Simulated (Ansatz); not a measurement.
InP (F-43m) under uniaxial stress along [110] (compression positive): electron conductivity mass by PBEsol with spin-orbit coupling, rigid bands (plane waves, PAW; Ansatz, a quantum-chemistry and plane-wave program). The unloaded cell, whose axes the loads refer to:

```cif
data_In4P4
_chemical_formula_sum 'In4 P4'
_space_group_name_H-M_alt 'F-43m'
_space_group_IT_number 216
_space_group_name_Hall 'F -4 2 3'
_cell_length_a 5.87881
_cell_length_b 5.87881
_cell_length_c 5.87881
_cell_angle_alpha 90.000
_cell_angle_beta 90.000
_cell_angle_gamma 90.000
loop_
_atom_site_label
_atom_site_type_symbol
_atom_site_symmetry_multiplicity
_atom_site_Wyckoff_symbol
_atom_site_fract_x
_atom_site_fract_y
_atom_site_fract_z
_atom_site_occupancy
In1 In 4 a 0.00000 0.00000 0.00000 1
P1 P 4 d 0.75000 0.75000 0.75000 1
```
(The calculation used a cell of 2 atoms; values per cell refer to that cell.)

```
uniaxial stress along [110] (compression positive) (GPa)  volume per atom (Å³)  electron conductivity mass (mₑ)
--------------------------------------------------------  --------------------  -------------------------------
-2                                                                       25.65                           0.0516
-1                                                                       25.52                           0.0540
0                                                                        25.40                           0.0562
1                                                                        25.27                           0.0580
2                                                                        25.14                                ?
```

Q: Fit a straight line to ln(electron conductivity mass) against the load over the rows given, and predict the row at 2 GPa.

A: The means are x̄ = -0.500 GPa and ȳ = -2.9023; Σ(x − x̄)(y − ȳ) = 0.1953 and Σ(x − x̄)² = 5.000, so the slope is 3.91 % per GPa, and the rows given lie within 0.39 % of the line. At 2 GPa the line gives 0.0605 mₑ; the calculation gives 0.0592 mₑ, 2.2 % from it.

Masses are for dilute carriers at 300 K, harmonic means over directions unless an axis is named. Stresses and pressures are the targets of the relaxation. The structure type is held at every load. Geometry: cell and atoms relaxed with PBEsol.
